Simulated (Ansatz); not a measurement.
**What electrons 3.0×10^21 cm⁻³ does to SiO2**

Base system: SiO$_{2}$ in the rutile structure (space group P4_2/mnm, No. 136; a = 4.236 Å, c = 2.690 Å).

Modification: electron doping at 3.0×10^21 cm⁻³ (0.145 per cell), with a uniform compensating background at fixed cell and a 300 K Fermi–Dirac width.

Computed with Ansatz (an electronic-structure program), PBE, PAW, cutoff 420 eV, scalar-relativistic without spin-orbit coupling, earlier PAW set. Γ-centred 11×11×17 mesh, Fermi–Dirac width 0.0259 eV.

The gap between the host's bands falls by 0.03 eV (5.05 eV → 5.02 eV) and the gap character remains direct at Γ. The Fermi level relative to the doped band's edge (positive inside the band; to 0.05 eV) amounts to +1.25 eV.

Carriers are added with a uniform compensating background; total energy and stress of such cells depend on the potential's zero and are not compared; many-body gap narrowing is missing at this level. Stability against distortions was not tested.
